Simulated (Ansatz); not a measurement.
The starting structures come from a database of crystals and need not be the phases stable at ambient conditions.

Inside the gap of an insulator the Bloch states are evanescent, with a wavenumber k + iκ along the transport direction.

Input:

```
CELL_PARAMETERS angstrom
      6.61558     0.00000     0.00000
      3.30779     6.56301    -0.01728
      3.30779    -0.55090     1.82857
ATOMIC_POSITIONS crystal
  Mg 0.00000 0.00000 0.00000
  Br 0.42597 0.24070 0.24070
  Br 0.57403 0.75930 0.75930
```

Space group of this cell: P-3m1, CdI2 type. The cell was relaxed by PBE-D3(BJ); by r2SCAN its mean pressure is 0.6 GPa.

Transport runs along the normal of the first two printed cell vectors, the (111) plane of the conventional cell.

The gap is the functional's own. No spin-orbit coupling. Mid-gap values are interpolated on the energy grid.

Task: State the band gap and the smallest decay constant κ at mid-gap according to r2SCAN (Ansatz, an electronic-structure program).

Result: Gap 5.22 eV on a 16×16×16 mesh; κ = 0.310 1/Å, at the zone centre.
